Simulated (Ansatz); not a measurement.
Start from Sn in the diamond structure (space group Fd-3m, No. 227; a = 6.541 Å; relaxed with 0.1 eV smearing). Axes: x, y, z lie along the cube axes.

Computed with PBEsol (Ansatz, a quantum-chemistry and plane-wave program, PAW, without spin-orbit coupling).

Before the change:

| Quantity | Result |
|---|---|
| Shortest interatomic distance | 2.832 Å |
| Band gap | zero |

Perturbation: the cell is stretched by 1.18 % along y with no lateral relaxation, atoms relaxed at fixed cell.

Task: What happens to the energy relative to the base, stress, shortest interatomic distance and band gap?

Result: The energy goes up by 0.9 meV/atom; the stress (xx, yy, zz, yz, xz, xy; compression positive) amounts to (-0.4, -0.7, -0.4, 0.0, 0.0, 0.0) GPa; the shortest interatomic distance goes up by 0.011 Å, from 2.832 Å to 2.843 Å; the band gap is still zero.

The cells carry an imposed strain or load. Stability against distortions was not tested.
